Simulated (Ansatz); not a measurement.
A 16-atom cell of Ga(Sb,P) started in the zinc blende structure, site fractions Sb 0.875, P 0.125, short-range order -0.14 among the nearest mixed sites (0 is random, a negative value favours unlike neighbours), space group F-43m at the end, an ordered arrangement that its symmetry holds. The mixed sublattice has 8 sites.

The mixing enthalpy is taken against the end members in the zinc blende type, relaxed in the same cell and mesh.

All values below come from PBE (plane waves to 420 eV, PAW; Ansatz, a program for electronic structure). No spin–orbit coupling; with elements this heavy it can move edges by tenths of an eV. Its k-point mesh 4×4×4, Fermi–Dirac width 0.01 eV.

```csv
cell,energy at zero smearing (eV)
GaSb,-82142.667
GaP,-36316.459
Ga8PSb7,-76413.895
```

Task: Work out the mixing enthalpy per mixed site and the interaction parameter Ω of a regular solution.

Result: With x = 1/8 of the second end member, ΔH = [-76413.895 − 7/8 × (-82142.667) − 1/8 × (-36316.459)] / 8 = 62.0 meV against the separate end members. Ω = ΔH / x(1 − x) = 567 meV.
